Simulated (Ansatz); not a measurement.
L1₀ (CuAu-type) FePt: elastic constant C44 by level of theory

No measured value is used here.

| level (code) | value (GPa) | cell (Å³/atom) |
|---|---|---|
| LDA (Ansatz) | 142 | 13.03 |
| PBE (Ansatz) | (withheld) | 14.02 |
| PBEsol (Ansatz) | 129 | 13.42 |

**Question.** Some entries are withheld; supply them.

**Answer.** 
- PBE (Ansatz, a quantum-chemistry and plane-wave program), value (GPa): 110

Spin-polarised runs: LDA (parallel moments), PBE (parallel moments), PBEsol (parallel moments). Density-functional levels without +SOC have no spin–orbit coupling. Each level is taken at its own relaxed cell. Ansatz's density-functional and Hartree–Fock values are scalar-relativistic unless marked +SOC, with PAW data made under PBE.
